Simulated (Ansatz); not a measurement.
Worked calculations on one periodic cell of amorphous Si24O49H2: Si24O49H2, 75 atoms, volume 1089.6 Å³, made by a melt-quench on the CHGNet potential and relaxed with DFT. O atoms were pushed apart under 1.9 Å during the dynamics, to hinder bonds among them. It is a model cell: composition and starting density were chosen by hand, and all elements were melted together. Cycles of charging were run to anneal it. Calculation: PBE, scalar-relativistic without spin-orbit coupling (plane waves to 420 eV, PAW; Ansatz, an electronic-structure program). Sampling: a 2×2×2 Γ-centred mesh; Fermi-Dirac width 0.02 eV; no spin polarisation. Its volume was held where the quench left it, its shape was free, and it stands at a mean pressure of -0.9 GPa with stress components up to 0.9 GPa; the relaxation ran on the zone centre alone. Its density went from a set 2.23 to 2.23 g/cm³. The cell is small and was quenched far faster than a real film, so it is one sample of the glass.

Question: Count formal charges (Si +4, O -2, H +1). What does the count lead one to expect at the Fermi level, and what does the calculation give?

Answer: 24 × (+4) + 49 × (-2) + 2 × (+1) = 0. The charges balance, so the anion-derived valence states can be full and a gap can open. On this mesh the highest filled and lowest empty level lie 5.10 eV apart, the PBE gap of this cell, with a localised state at one edge or both.

Four energies for an added electron at PBE on the zone centre alone (charged cells in a uniform background, spin-polarised): neutral at the neutral geometry -43170.146 eV; charged at the neutral geometry -43163.959 eV; charged and relaxed -43163.989 eV; neutral at the charged geometry -43170.100 eV.

Question: Find the two relaxation energies and their sum, the reorganisation energy.

Answer: On charging: -43163.959 − (-43163.989) = 0.030 eV. On discharging: -43170.100 − (-43170.146) = 0.046 eV. The sum is 0.076 eV. The carrier's level spreads over 58 of the 75 atoms' worth, more than a fifth of the atoms or a third of the atoms of its main element (six at least), and the sum is small, so it counts as a band carrier, whose relaxation energy shrinks as the cell grows. PBE's self-interaction favours spread-out carriers, so a hybrid can localise more.
